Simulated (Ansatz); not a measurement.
Base system: KTaO3 in the cubic perovskite structure (space group Pm-3m, No. 221; a = 3.990 Å).

Level of theory: r2SCAN, PAW, 500 eV (Ansatz, an electronic-structure program; spin-orbit coupling left out).

Base values:

```
Property              Result
-------------------  -------
Smallest direct gap  3.27 eV
Band gap             2.63 eV
Lattice parameter a  3.990 Å
```

It is then changed as follows: cell and atoms relaxed at a pressure of 1.8 GPa.

How does this affect the smallest direct gap, band gap and lattice parameter a?

The smallest direct gap grows by 0.018 eV (3.27 eV → 3.28 eV); the band gap increases by 0.02 eV to 2.65 eV; the lattice parameter a decreases by 0.011 Å (3.990 Å → 3.979 Å).

With Ta present, leaving out spin-orbit coupling can change the band edges. Load acts through the strain it causes; cell and atoms are relaxed under it. Stability against distortions was not tested.
